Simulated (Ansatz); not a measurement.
Consider MnO in the rock salt structure (space group Fm-3m, No. 225; ferromagnetic).

```
CELL_PARAMETERS angstrom
      0.00000     2.22024     2.22024
      2.22024     0.00000     2.22024
      2.22024     2.22024     0.00000
ATOMIC_POSITIONS crystal
  O  0.00000 0.00000 0.00000
  Mn 0.50000 0.50000 0.50000
```

Level of theory: Ansatz (an electronic-structure program), PBE, PAW, cutoff 420 eV, spin-orbit coupling left out.

Before the change:

The shortest interatomic distance is 2.220 Å.

Modification: the non-magnetic state is imposed and the cell is relaxed again.

Question: What happens to the shortest interatomic distance and energy relative to the base?

Answer: The shortest interatomic distance falls by 0.168 Å (2.220 Å → 2.052 Å); the energy rises by 0.77 eV/atom (to 0.01 eV only: unlike meshes or grids).

Other magnetic orders, which the real material may have, were not ruled out. Stability against distortions was not tested. No Hubbard U is applied, and correlation can decide whether such a compound is a metal. Spin-polarised in the final run: base; the other runs are not. In its common phase, real MnO is an antiferromagnetic insulator at low temperature.
